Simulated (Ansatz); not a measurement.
The parent structure is SiO$_{2}$ in the rutile structure (space group P4_2/mnm, No. 136; a = 4.236 Å, c = 2.690 Å). Axes: x, y, z lie along a, b, c of the conventional cell.

Method: plane-wave PAW DFT at the PBE level (Ansatz, a program for electronic structure, 420 eV), no SOC, earlier PAW set.

Modification: the cell is compressed by 4.60 % along z with no lateral relaxation; the atoms relax in the strained cell.

### Question
Predict the stress tensor and what it implies for the stiffness.

### Answer
Stress of the strained cell less that of the base (GPa, compression positive):
```
   8.78    0.00    0.00
   0.00    8.78    0.00
   0.00    0.00   37.47
```

Then −Δσ_ii/ε with ε = -0.0460 gives secant stiffness values (nonlinear terms included at this strain): C33 ≈ 815 GPa, C13 ≈ 191 GPa and C23 ≈ 191 GPa.

As a check, the harmonic strain energy −½ V₀ Δσ:ε is 43 meV/atom; the computed energy rise is 41 meV/atom.

No phonon test of stability was made.
